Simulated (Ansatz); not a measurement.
## BN, response to strain

Start from BN in the wurtzite structure (space group P6_3mc, No. 186; a = 2.523 Å, c = 4.175 Å). Axes: x lies along a and z along c of the hexagonal cell.

Strains are applied to the cell and any free atomic positions relax.

The values are results of LDA, PAW, 420 eV (Ansatz, a first-principles code; no spin-orbit coupling), not measurements.

Notes on the quantities. energy relative to the base: free energy F.

```json
[
 {"change": "base", "electron mass": "0.30 mₑ along c, 0.50 mₑ across (at K)", "smallest direct gap": "8.29 eV", "shortest interatomic distance": "1.548 Å", "band gap": "4.93 eV", "energy relative to the base": "0 meV/atom"},
 {"change": "tensor shear ε_xz = +0.33 %", "electron mass": "0.30 mₑ along z, 0.50 mₑ across (off the special points)", "smallest direct gap": "8.28 eV", "shortest interatomic distance": "1.546 Å", "band gap": "4.93 eV", "energy relative to the base": "+0.3 meV/atom"},
 {"change": "tensor shear ε_xz = +2.00 %", "electron mass": "0.30 mₑ along z, 0.51 mₑ across (off the special points)", "smallest direct gap": "8.19 eV", "shortest interatomic distance": "1.536 Å", "band gap": "4.85 eV", "energy relative to the base": "+9.9 meV/atom"},
 {"change": "tensor shear ε_xz = +1.33 %", "electron mass": "0.30 mₑ along z, 0.50 mₑ across (off the special points)", "smallest direct gap": "8.24 eV", "shortest interatomic distance": "1.540 Å", "band gap": "4.89 eV", "energy relative to the base": "+4.4 meV/atom"},
 {"change": "tensor shear ε_xz = +1.67 %", "electron mass": "0.29 mₑ along z, 0.49 mₑ across (off the special points)", "smallest direct gap": "8.21 eV", "shortest interatomic distance": "1.538 Å", "band gap": "4.87 eV", "energy relative to the base": "+6.9 meV/atom"}
]
```

Effective masses come from finite differences of ±0.01 Å⁻¹. Whether these cells are dynamically stable was not tested. k-point labels follow each cell's own Brillouin zone.
